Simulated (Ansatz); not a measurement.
**How the bulk modulus of ScGeCN (model structure, started from the AlSiCN type, P3m1, No. 156, 4 atoms in the cell) moves with the method**

No measured value is used here.

| level (code) | value (GPa) | cell (Å³/atom) |
|---|---|---|
| LDA (Ansatz) | 156 | 12.73 |
| PBE (Ansatz) | 139 | 13.48 |
| PBEsol (Ansatz) | 148 | 13.07 |
| r²SCAN (Ansatz) | 152 | 13.22 |

LDA, PBE, PBEsol, r²SCAN: the bulk modulus is −V dP/dV from two relaxed cells at ±2 % in volume. Each level is taken at its own relaxed cell. Cutoffs differ between the levels. Ansatz's density-functional and Hartree–Fock values are scalar-relativistic unless marked +SOC, with PAW data made under PBE.

A model structure was made by putting elements into a prototype or built by hand; it is no filed structure, need not be a known phase, and can be a saddle point held by its symmetry.

Ansatz is a program for electronic structure.
